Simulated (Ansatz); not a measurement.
**How the band gap of HfSiO4 (I4₁/amd, No. 141, 12 atoms in the cell; start mp-4609) moves with the method**

No measured value is used here.

```tsv
level (code)	value (eV)	cell (Å³/atom)
LDA (Ansatz)	5.29	10.77
PBE+SOC (Ansatz)	5.47 (indirect)	10.77
PBE-D4 (Ansatz)	5.39	10.91
r²SCAN+SOC (Ansatz)	6.04 (indirect)	10.77
PBE0 (Ansatz)	8.03	10.78
```

Computed values are for a static lattice. Spin–orbit coupling is included only where a level's name says +SOC; with heavier elements it mostly lowers gaps and can invert bands.  PBE-D4, PBE0: the gap is read on the k mesh or supercell of the run alone and can be too large. PBE-D4: the relaxation could not lower the start's symmetry, so the cell can be a saddle point above a distorted one. Values are at the PBEsol cell; PBE-D4 at the level's own relaxed cell; PBE0 at the r²SCAN cell. Cutoffs and k meshes differ between the levels. Ansatz's density-functional and Hartree–Fock values are scalar-relativistic unless marked +SOC, with PAW data made under PBE.

A start named mp-… is a Materials Project structure, which need not be a measured phase.

Ansatz is an electronic-structure program.
